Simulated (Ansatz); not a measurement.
# Cubic perovskite CsPbCl₃ (cubic high-temperature phase)

Calculation: RPBE (Ansatz, an electronic-structure program, PAW).

Numerical settings: plane-wave cutoff 520 eV, 6×6×6 k mesh, Fermi–Dirac smearing 0.01 eV, scalar-relativistic PAW data made under PBE.

Cell: measured lattice: a = 5.6050 Å, b = 5.6050 Å, c = 5.6050 Å, α = 90.00°, β = 90.00°, γ = 90.00°.

- band gap: 2.05 eV
- direct gap at Γ: 6.21 eV

Note: held by symmetry at 0 K, a high-temperature phase can be a saddle point; cell and atoms aren't relaxed at this level (pressure 3.3 GPa).

Spin–orbit coupling is not included; with these elements it can move the gap by several tenths of an eV or more.

Computed values are for the static lattice.

It cost around 17 core-seconds (rough) of CPU time.
